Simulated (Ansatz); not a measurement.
The starting structures come from a database of crystals and need not be the phases stable at ambient conditions.

Here is the system:

```
CELL_PARAMETERS angstrom
      6.87881     0.00000     0.00000
      0.56713     9.13050     0.00000
      0.50556    -4.51144     3.34713
ATOMIC_POSITIONS crystal
  Mg 0.80720 0.70660 0.34780
  Mg 0.19280 0.29340 0.65220
  H  0.81160 0.59480 0.67300
  H  0.18840 0.40520 0.32700
  H  0.80420 0.35020 0.22310
  H  0.19580 0.64980 0.77690
  Mo 0.25170 0.87980 0.62570
  Mo 0.74830 0.12020 0.37430
  O  0.87610 0.35990 0.73970
  O  0.12390 0.64010 0.26030
  O  0.82850 0.86270 0.21830
  O  0.17150 0.13730 0.78170
  O  0.49430 0.23120 0.58700
  O  0.50570 0.76880 0.41300
  O  0.79290 0.03040 0.95320
  O  0.20710 0.96960 0.04680
  O  0.21770 0.47200 0.56220
  O  0.78230 0.52800 0.43780
```

Space group of this cell: P-1. The cell is taken as given; by PBEsol its mean pressure is 1.2 GPa.

Transport runs along the normal of the first two printed cell vectors.

The gap is the functional's own, uncorrected, and κ follows it; spin-orbit coupling is left out. Mid-gap values are interpolated between the computed energies.

Question: Give the band gap and the smallest decay constant κ at mid-gap that PBEsol (Ansatz, a quantum-chemistry and plane-wave program) yields.

Answer: Gap 4.15 eV on a 6×6×10 mesh; κ = 0.555 1/Å, at (0.167, 0.500) of the in-plane reciprocal vectors. At the zone centre, at the nearest computed energy, the slowest state has κ = 0.59 1/Å.
